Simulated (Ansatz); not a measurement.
Defect migration in monoclinic ZrO2 strained by -1.5 % along x and y, z held: interstitial Na, charge state +1. All values below come from PBE, PAW (plane waves to 420 eV; Ansatz, a program for electronic structure).

96-site cell at the strained lattice (strain from the relaxed PBE one, atoms relaxed), the Γ point alone, smearing 0.01 eV, spin-restricted, no finite-size correction. Static, classical nuclei. The charge state is imposed; whether it is stable for some Fermi level was not computed. Sites that were not tried may lie lower.

Barriers: single points on a 2×2×2 k-point mesh shifted by half a step at the bands' geometries.

Relaxed starting cell (atoms counted from 1):

```xyz
97
Lattice="10.2230 0.0000 0.0000 0.0000 10.3263 0.0000 -1.7800 0.0000 10.6048" Properties=species:S:1:pos:R:3 pbc="T T T"
Zr     0.7733     2.3430     3.7581
Zr    -0.1054     2.3661     9.0744
Zr     0.7714     7.5304     3.7724
Zr    -0.0983     7.5399     9.0830
Zr     5.8732     2.3760     3.7569
Zr     5.0185     2.3689     9.0459
Zr     5.9201     7.5475     3.7470
Zr     5.0264     7.5404     9.0324
Zr     3.4230     2.7430     1.5319
Zr     2.5242     2.7704     6.8841
Zr     3.4495     8.0496     1.5199
Zr     2.5468     7.9738     6.8575
Zr     8.5550     2.8097     1.5351
Zr     7.6553     2.7956     6.8219
Zr     8.5564     7.9986     1.5376
Zr     7.6546     7.9820     6.8281
Zr     2.8421     4.9071     4.3885
Zr     2.1182     4.9343     9.5052
Zr     2.9919    10.1015     4.1974
Zr     2.1184    10.1185     9.4810
Zr     8.1058     4.9506     4.1720
Zr     7.2601     4.9519     9.4410
Zr     8.0935    10.1241     4.1802
Zr     7.2152    10.1137     9.4799
Zr     1.2202     0.2247     1.1070
Zr     0.3334     0.2198     6.4111
Zr     1.2100     5.3925     1.1388
Zr     0.2866     5.3906     6.4772
Zr     6.3630     0.2449     1.1016
Zr     5.4480     0.2278     6.4024
Zr     6.5045     5.4058     0.9950
Zr     5.4638     5.3940     6.3862
O     -0.4154     0.8866     4.4938
O     -1.3063     0.8964     9.8007
O     -0.4045     6.0450     4.5126
O     -1.2516     6.0377     9.7989
O      4.6928     0.8911     4.4962
O      3.8180     0.9050     9.7934
O      4.6703     6.0394     4.4559
O      3.8552     6.0424     9.7609
O      4.7368     4.2048     0.7441
O      3.7268     4.2673     6.1452
O      4.6302     9.4972     0.7945
O      3.7484     9.4335     6.0983
O      9.7434     4.2956     0.7982
O      8.8222     4.2995     6.1139
O      9.7484     9.4556     0.7930
O      8.8544     9.4463     6.0933
O      4.1421     3.4701     3.4830
O      3.3081     3.4673     8.7470
O      4.2034     8.6354     3.4379
O      3.3106     8.6383     8.7546
O      9.3007     3.4719     3.4525
O      8.4235     3.4665     8.7440
O      9.3050     8.6518     3.4451
O      8.4125     8.6395     8.7536
O      0.0341     1.7039     1.8469
O     -0.8481     1.7035     7.1453
O      0.0406     6.8833     1.8453
O     -0.8675     6.8797     7.1668
O      5.1342     1.6909     1.8542
O      4.2467     1.6869     7.1509
O      5.2733     6.9781     1.7357
O      4.2598     6.8635     7.1264
O      1.3375     3.7907     5.2624
O      0.5438     3.8296    10.5239
O      1.4189     8.9838     5.1873
O      0.5325     9.0045    10.4866
O      6.5184     3.8486     5.1555
O      5.6848     3.8601    10.4407
O      6.5227     9.0103     5.1682
O      5.6333     9.0161    10.4778
O      2.8049     1.3136     0.1125
O      1.9204     1.3119     5.4185
O      2.8567     6.4743     0.2025
O      1.8849     6.4672     5.4885
O      7.9268     1.3493     0.1099
O      7.0236     1.3351     5.4078
O      8.0011     6.5265     0.0608
O      7.0251     6.5062     5.3889
O      2.3615     1.2559     2.7617
O      1.4720     1.2637     8.0788
O      2.3557     6.4221     2.8377
O      1.4653     6.4333     8.1176
O      7.4736     1.2822     2.7607
O      6.5891     1.2595     8.0591
O      7.5143     6.4283     2.7374
O      6.6002     6.4199     8.0325
O      1.8632     3.9258     2.5720
O      0.9627     3.9203     7.8777
O      1.8612     9.0847     2.5302
O      0.9711     9.0848     7.8382
O      6.9629     3.9393     2.4981
O      6.0906     3.9144     7.8013
O      6.9812     9.1007     2.5322
O      6.0843     9.0777     7.8188
Na     4.1922     5.3596     2.3657
```
Cell charge +1.

End state 1 differs by these moves (Å; atoms that move under 0.08 Å are left out):

| atom | element | Δx | Δy | Δz |
|---|---|---|---|---|
| 8 | Zr | 0.14 | -0.02 | -0.08 |
| 9 | Zr | 0.01 | 0.08 | 0.01 |
| 11 | Zr | -0.16 | -0.03 | 0.22 |
| 17 | Zr | 0.15 | 0.04 | -0.18 |
| 31 | Zr | -0.14 | -0.03 | 0.10 |
| 40 | O | 0.08 | -0.10 | -0.07 |
| 41 | O | -0.09 | 0.08 | 0.04 |
| 52 | O | 0.09 | 0.08 | -0.06 |
| 63 | O | -0.16 | -0.09 | 0.07 |
| 65 | O | 0.08 | 0.05 | -0.08 |
| 91 | O | -0.08 | 0.05 | 0.08 |
| 97 | Na | 0.44 | 2.20 | -2.65 |

Task: Estimate the forward and backward barriers to end state 1 that PBE, PAW returns for this input.

Result: forward 2.97 eV, backward 2.97 eV; at the saddle point atom 97 has neighbours O at 1.92, O at 1.94, 2 O at 2.07; Zr at 2.37 Å. The saddle point's order was not checked.

End state 2 differs by these moves (Å; atoms that move under 0.08 Å are left out):

```tsv
atom	element	Δx	Δy	Δz
5	Zr	0.02	-0.08	0.02
11	Zr	0.02	-0.08	0.02
17	Zr	-0.01	0.03	-0.09
31	Zr	-0.01	0.03	-0.09
39	O	-0.07	0.10	0.10
41	O	-0.07	0.10	0.10
49	O	-0.08	-0.11	0.08
63	O	-0.08	-0.11	0.08
97	Na	0.95	-0.38	0.56
```

Task: Estimate the forward and backward barriers to end state 2 that PBE, PAW returns for this input.

Result: forward 0.063 eV, backward 0.063 eV; at the saddle point atom 97 has neighbours 2 O at 2.08, 2 O at 2.09, O at 2.55, O at 2.57; 2 Zr at 2.53 Å. The saddle point's order was not checked, and it lies on a symmetry element of the cell, where a band can be held.
